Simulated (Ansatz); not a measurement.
## How the bulk modulus B0 of NbAl3 (I4/mmm, No. 139; structure not from a measured cell) moves with the method

No measured value is used here.

```
level (code)     value (GPa)  cell (Å³/atom)
---------------  -----------  --------------
LDA (Ansatz)             139           15.30
PBEsol (Ansatz)          133           15.66
r²SCAN (Ansatz)          136           15.76
```

LDA, PBEsol, r²SCAN: the bulk modulus is −V dP/dV from two relaxed cells at ±2 % in volume. LDA, PBEsol, r²SCAN: the relaxation could not lower the start's symmetry, so the cell can be a saddle point above a distorted one. Each level is taken at its own relaxed cell. Cutoffs differ between the levels. Ansatz's density-functional and Hartree–Fock values are scalar-relativistic unless marked +SOC, with PAW data made under PBE.

Ansatz is an electronic-structure program.
